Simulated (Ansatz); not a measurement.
A working Ansatz (a quantum-chemistry and plane-wave program) input for Rb2LiInI6 (Fm-3m, 10 atoms in the cell) (DFT, PBE, plane waves, default PAW files):

Ansatz 0.2 input:
```yaml
# Rb2LiInI6
crystal:
  lattice:
    - [0.000000, 5.546013, 5.546013]
    - [5.546013, 0.000000, 5.546013]
    - [5.546013, 5.546013, 0.000000]
  atoms:
    - { symbol: Rb, position_ang: [2.773007, 2.773007, 2.773007] }
    - { symbol: Rb, position_ang: [8.319019, 8.319019, 8.319019] }
    - { symbol: Li, position_ang: [5.546013, 5.546013, 5.546013] }
    - { symbol: In, position_ang: [0.000000, 0.000000, 0.000000] }
    - { symbol: I, position_ang: [2.782989, 5.546013, 5.546013] }
    - { symbol: I, position_ang: [8.309037, 5.546013, 5.546013] }
    - { symbol: I, position_ang: [5.546013, 2.782989, 5.546013] }
    - { symbol: I, position_ang: [5.546013, 8.309037, 5.546013] }
    - { symbol: I, position_ang: [5.546013, 5.546013, 2.782989] }
    - { symbol: I, position_ang: [5.546013, 5.546013, 8.309037] }
kpoints:
  mp_grid:
    grid: [5, 5, 5]
hamiltonian:
  xc: pbe
  pseudopotentials:
    kind: paw
scf:
  occupations:
    method: cold
    width: 0.05
output:
  forces: true
  eigenvalues: true
  stress: true
```

The run converged in 6 iterations: free energy E − TS (on the zero of these files) -57423.6879 eV; top of the valence band (on the code's own zero) 6.05 eV; gap on the k-point mesh 0.58 eV; pressure 5.55 GPa; largest force (vector length) 0.536 eV/Å. Each of these slips is then made, one at a time:

(1)
```diff
-  xc: pbe
+  xc: PBE96
```

(2)
```diff
+  max_iter: 2
```

Predict the outcome of each change.


(1) A value that the program does not know. The program stopped before any SCF iteration.
```
Error: YAML parse error: error: line 22 column 7: hamiltonian.xc: unknown variant `PBE96`, expected one of `lda`, `lda-pw`, `pw92`, `pbe`, `pbesol`, `rpbe`, `revpbe`, `blyp`, `pbe0`, `revpbe0`, `b3lyp`, `b3lyp5`, `hse06`, `wpbeh`, `hiss`, `lc_wpbe`, `cam_b3lyp`, `hf`, `r2scan`, `r2scanh`, `r2scan0`, `r2scan50`, `mr2scan`
  --> <input>:22:7
   |
20  [...]
```

(2) An iteration limit that is too low. The run ended unconverged after 2 iterations.
```
did not converge after 2 iterations: dr2 = 7.12e-4 (threshold 1.00e-7), under the density mixer `msr1`, which `scf.mixing.algorithm: auto` chose by the deck's other keys (type `scf.mixing.algorithm: msr1` to keep it); raise `scf.max_iter`, which need not help a stalled SCF, or adjust the mixing (`scf.mixing`) or, under a smearing, its width (`scf.o [...]
```

The starting cell was generated: these elements placed on a structure prototype, without a prior relaxation; it need not be a known phase or ordering of this composition. Its lattice was rescaled by a random factor within 2.5 % of one. Spin-orbit coupling is off. In the base run, with a pressure of about 6 GPa the cell is away from its equilibrium volume at this level. Ansatz's pressure includes its estimate of the finite-basis (Pulay) stress.

Left out of this page: 3 runs of the series outside the window shown, repeating another row's setting, or not comparable.
